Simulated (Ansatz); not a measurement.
# Pressure series in MoSi2

Base system: MoSi₂ (space group I4/mmm, No. 139).

```cif
data_MoSi2
_chemical_formula_sum 'Mo1 Si2'
_space_group_name_H-M_alt 'P 1'
_space_group_IT_number 1
_cell_length_a 4.51753
_cell_length_b 4.51753
_cell_length_c 4.51753
_cell_angle_alpha 138.491
_cell_angle_beta 138.491
_cell_angle_gamma 60.152
loop_
_space_group_symop_operation_xyz
  'x, y, z'
loop_
_atom_site_label
_atom_site_type_symbol
_atom_site_fract_x
_atom_site_fract_y
_atom_site_fract_z
_atom_site_occupancy
Mo1 Mo 0.00000 0.00000 0.00000 1
Si1 Si 0.33530 0.33530 0.00000 1
Si2 Si 0.66470 0.66470 0.00000 1
```

Cell and atoms are relaxed at each pressure.

Level of theory: r2SCAN in Ansatz (plane waves to 500 eV, PAW, no spin-orbit coupling).

Notes on the quantities. enthalpy: H = E + PV relative to the base's energy.

| case | enthalpy | volume per atom |
|---|---|---|
| base | – | 13.36 Å³ |
| pressure −2 GPa | -0.17 eV/atom | 13.48 Å³ |
| pressure −1 GPa | -0.08 eV/atom | 13.42 Å³ |
| pressure 3 GPa | +0.25 eV/atom | 13.18 Å³ |
| pressure 7 GPa | +0.57 eV/atom | 12.96 Å³ |
| pressure 15 GPa | +1.21 eV/atom | 12.58 Å³ |
| pressure 30 GPa | +2.36 eV/atom | 11.98 Å³ |
| pressure 50 GPa | +3.82 eV/atom | 11.36 Å³ |
| pressure 75 GPa | +5.54 eV/atom | (withheld) |
| pressure 100 GPa | +7.18 eV/atom | 10.28 Å³ |

Some entries are withheld; estimate them.


- pressure 75 GPa, volume per atom: 10.76 Å³

The mesh was chosen for an insulator and is coarse for the gapless case. Load acts through the strain it causes; cell and atoms are relaxed under it. Stability against distortions was not tested. Competing high-pressure phases were not computed. All final runs are without spin polarisation.

Ansatz is a program for electronic structure.
